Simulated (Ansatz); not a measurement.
The starting structures come from a database of crystals and need not be the phases stable at ambient conditions.

Tunnelling through a barrier is set by its complex band structure: the current falls as exp(−2κd) with the smallest κ.

Consider the following.

```xyz
14
Lattice="5.7139 0.0000 0.0000 0.0000 6.3233 0.0000 2.8570 0.0000 4.3572" Properties=species:S:1:pos:R:3 pbc="T T T"
Li     5.7139     4.7425     1.4178
Li     2.8570     1.5808     2.9393
Mg     2.8570     3.1617     0.0000
Mg     2.8570     0.0000     0.0000
V      2.8570     4.7425     3.0865
V      5.7139     1.5808     1.2706
O      2.8570     6.1371     2.0908
O      5.7139     0.1862     2.2663
O      5.7139     2.9754     2.2663
O      2.8570     3.3479     2.0908
O      1.4043     1.5808     0.1730
O      7.1666     4.7425     4.1842
O      4.2612     4.7425     4.1842
O      4.3097     1.5808     0.1730
```

The cell is taken as given; by r2SCAN it stands under a pressure of -8.2 GPa.

Transport runs along the normal of the first two printed cell vectors.

No gap correction and no spin-orbit coupling; mid-gap is the computed energy nearest the middle.

Problem. State the band gap and the smallest decay constant κ at mid-gap according to r2SCAN in Ansatz (a first-principles code).

Solution. Gap 3.54 eV on a 8×6×8 mesh; κ = 0.602 1/Å, at (0.500, 0.000) of the in-plane reciprocal vectors. At the zone centre the slowest state has κ = 0.61 1/Å.
